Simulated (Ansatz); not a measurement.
Take SiO$_{2}$ (space group P3_221, No. 154; a = 4.9490 Å, c = 5.4415 Å) as the base. Axes: x lies along a and z along c of the hexagonal cell.

Structures relaxed with DFT with PBEsol, PAW potentials and a 420 eV plane-wave cutoff in Ansatz (an electronic-structure program), no spin-orbit coupling.

Base:

Simulated powder pattern, Cu Kα, λ = 1.54184 Å (kinematic, ideal powder, no thermal factors, no anomalous dispersion; the 8 strongest lines at most, above 2 %, up to 2θ = 90°):

| 2θ (°) | I/Imax (%) | hkl |
|---|---|---|
| 20.72 | 19 | (100) |
| 26.47 | 100 | (011) |
| 36.30 | 7.6 | (110) |
| 39.22 | 7.5 | (102) |
| 49.81 | 14 | (112) |
| 59.54 | 10 | (121) |
| 67.26 | 6.5 | (122) |
| 67.67 | 7.9 | (203) |

One thing is altered: biaxial strain −0.75 %, plane normal [001], relaxed out of plane (Cartesian); in-plane vectors clamped, the third vector and the atoms free.

**Question.** Predict the new powder pattern.

**Answer.** 
Simulated powder pattern, Cu Kα, λ = 1.54184 Å (kinematic, ideal powder, no thermal factors, no anomalous dispersion; the 8 strongest lines at most, above 2 %, up to 2θ = 90°):

```json
[
 {"2θ (°)": "20.88", "I/Imax (%)": "19", "hkl": "(100)"},
 {"2θ (°)": "26.58", "I/Imax (%)": "100", "hkl": "(011)"},
 {"2θ (°)": "36.59", "I/Imax (%)": "8.3", "hkl": "(110)"},
 {"2θ (°)": "39.26", "I/Imax (%)": "8.4", "hkl": "(102)"},
 {"2θ (°)": "49.99", "I/Imax (%)": "13", "hkl": "(112)"},
 {"2θ (°)": "59.99", "I/Imax (%)": "11", "hkl": "(121)"},
 {"2θ (°)": "67.66", "I/Imax (%)": "6.7", "hkl": "(122)"},
 {"2θ (°)": "67.85", "I/Imax (%)": "7.8", "hkl": "(203)"}
]
```

The indices refer to the base's conventional cell; one index is shown for lines that coincide.

Whether these cells are dynamically stable was not tested.
